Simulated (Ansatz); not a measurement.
Results of PBE0 (Ansatz, a quantum-chemistry and plane-wave program, plane waves, PAW) for GaAlN2 (P3m1, No. 156, 4 atoms in the cell; start mp-1228894).

The run printed, among other lines:

```
WARN output.stress: scf.exx.energy_threshold = 1e-6 eV is looser than the 4e-8 eV advised for a stress under a hybrid functional (1e-8 eV for each atom of the …
Crystal: 4 atoms, lattice volume = 43.701 Å³
Basis set: ecut = 460 eV, 989 PW (Γ), exchange–correlation on 48×48×72 points (8 copies of the dense FFT grid, shifted against one another)
Bands: 17, of which v1, the nominal top of the filled ones, is band 13 counted from 1 (12 counted from 0)
Symmetry: 6 space group operations
Space group: P3m1 (ITA 156), of the structure as read, at distance tolerance 3.5e-5 Å
k-points: 62 of 486 (time reversal used)
Functional: x = pbe(κ = 0.804, μ = 0.2195149727645171), c = pbe(β = 0.06672455060314922), warm-up for x = 0.75 pbe(κ = 0.804, μ = 0.2195149727645171) + 0.25 exact, c = pbe(β = 0.06672455060314922)
SCF iter   1: F=—  HF=-5092.127929 eV  |F-HF|=—  |Δ(HF+E_count)|=         —  Δρ=1.88e-3  dr2=3.52e-3
SCF iter   2: F=-5092.127476 eV  HF=-5092.127767 eV  |F-HF|=2.92e-4  |Δ(HF+E_count)|=   1.62e-4  Δρ=8.21e-4  dr2=4.82e-4
Crystal: 4 atoms, lattice volume = 43.701 Å³
Initial density: handed on by an earlier stage of this run
Functional: x = 0.75 pbe(κ = 0.804, μ = 0.2195149727645171) + 0.25 exact, c = pbe(β = 0.06672455060314922)
  ...
Crystal: 4 atoms, lattice volume = 43.701 Å³
SCF iter   5: F=—  HF=-5093.437487 eV  |F-HF|=—  |Δ(HF+E_count)|=   4.18e-9  Δρ=1.28e-6  dr2=1.51e-9
SCF iter   6: F=-5093.437487 eV  HF=-5093.437487 eV  |F-HF|=1.46e-11  |Δ(HF+E_count)|=  4.24e-10  Δρ=3.12e-7  dr2=1.21e-10
SCF 3 converged in 6 iterations: F = -5093.437487 eV  dr2 = 1.21e-10
Free energy (F): -5093.437487 eV
Internal energy: -5093.437487 eV  (E = F + TS)
E sigma→0 (E₀):  -5093.437487 eV
Fermi energy:    9.754219 eV
--- Forces (eV/Å), atoms counted from 1 ---
  atom   1  Al     0.00000000     0.00000000    -0.06815115
  atom   2  Ga     0.00000000    -0.00000000     0.07793811
  atom   3  N     -0.00000000     0.00000000    -0.03020095
  atom   4  N      0.00000000     0.00000000     0.02065590
--- Stress (GPa, compression-positive) ---
       -0.914535      -0.000000       0.000000
       -0.000000      -0.914535      -0.000000
        0.000000      -0.000000      -1.198576
  P = ⅓ Tr σ = -1.0092 GPa (-10.092 kbar)
```

**Question.** Write an input file that could have produced this run (the log leaves some choices open).

**Answer.** This is not unique; one that fits is 
Ansatz 0.2 input:
```yaml
crystal:
  lattice:
    - [3.1466504641, 0.0, 0.0]
    - [-1.573325232, 2.7250792387, 0.0]
    - [0.0, 0.0, 5.0963878987]
  atoms:
    - { symbol: Al, position: [0.0, 0.0, 0.999524109] }
    - { symbol: Ga, position: [0.6666666667, 0.3333333333, 0.49719832] }
    - { symbol: N, position: [0.6666666667, 0.3333333333, 0.1125670816] }
    - { symbol: N, position: [0.0, 0.0, 0.6271004894] }
basis:
  ecutwfc: 460
  ecutrho_ratio: 4
  xc_grid: 2
kpoints:
  mp_grid: { grid: [9, 9, 6] }
hamiltonian:
  xc: pbe0
  dispersion: none
  pseudopotentials: { kind: paw }
scf:
  occupations: { method: fermi_dirac, width: 0.01 }
  convergence: { dr2_threshold: 0.0000000004 }
output:
  forces: true
  stress: true
  eigenvalues: true
```

The PAW data were made under PBE.

Note: cell and atoms aren't relaxed at this level (largest force component 0.08 eV/Å, pressure -1.0 GPa).

A start named mp-… is a Materials Project structure, which need not be a measured phase.
